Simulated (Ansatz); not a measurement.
Reference: CaF₂ (Pmc2_1), PBEsol, rigid bands (plane waves, PAW, scalar-relativistic; Ansatz, a first-principles code); axes and stresses refer to this cell.

```yaml
crystal:
  lattice:
    - [3.46957, 0.00000, 0.00000]
    - [0.00000, 4.10562, 0.00000]
    - [0.00000, 0.00000, 5.87581]
  atoms:
    - { symbol: Ca, position: [0.00000, 0.14412, 0.70214] }
    - { symbol: Ca, position: [0.00000, 0.85588, 0.20214] }
    - { symbol: F, position: [0.50000, 0.08857, 0.97950] }
    - { symbol: F, position: [0.50000, 0.91143, 0.47950] }
    - { symbol: F, position: [0.00000, 0.63246, 0.85136] }
    - { symbol: F, position: [0.00000, 0.36754, 0.35136] }
```

- hole mass along z = 9.3 mₑ
- electron conductivity mass = 0.78 mₑ
- electron mass along z = 0.75 mₑ

Problem. Change: functional r2SCAN on the same cell. What happens to hole mass along z, electron conductivity mass, electron mass along z?

Solution. hole mass along z moves little, to 9.3 mₑ; electron conductivity mass grows to 0.81 mₑ; electron mass along z rises to 0.79 mₑ.

Masses are for dilute carriers at 300 K, harmonic means over directions unless an axis is named. Spin-orbit coupling is left out unless a row names it. 

Computed structure with no diffraction record at hand here (it may be known, metastable or hypothetical): CaF2 (Pmc2_1).
